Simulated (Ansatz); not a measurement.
The starting structures come from a database of crystals and need not be the phases stable at ambient conditions.

 Where the default PAW files enter, the runs use the earlier of Ansatz's two default sets.

Here is the system:

```
CELL_PARAMETERS angstrom
      4.25374     0.00000     0.00000
     -0.00454     6.01583     0.00000
      0.00000     0.00000     8.51186
ATOMIC_POSITIONS crystal
  Cu 0.54233 0.26698 0.62640
  Cu 0.04233 0.76698 0.37360
  Cu 0.53041 0.26958 0.12392
  Cu 0.03041 0.76958 0.87608
  I  0.04140 0.01707 0.62483
  I  0.54140 0.51707 0.37517
  I  0.03166 0.01928 0.12526
  I  0.53166 0.51928 0.87474
```

Space group of this cell: Pc. The cell is taken as given.

Level of theory: r2SCAN (plane waves, PAW; Ansatz, a program for electronic structure).

The current runs along the normal of the first two printed vectors; no spin-orbit coupling. Scaled by the factor s: the length along the current (ions clamped). Meshes 8×6×4 and 8×6 across the current in all rows.

```csv
s,mean pressure (GPa),band gap (eV)
0.97,1.6,?
1.00,0.1,1.67
1.03,-1.1,1.56
```

Q: Take the slope of the band gap against ln s from the two given rows, extrapolate to s = 0.97, and say what the run there gives.

A: Slope = (1.56 − 1.67) / ln 1.03 = -3.72 eV. The line gives 1.67 + (-3.72) × ln 0.97 = 1.78 eV. The run gives 1.71 eV, 0.07 eV under the line, 65 % of the predicted step.
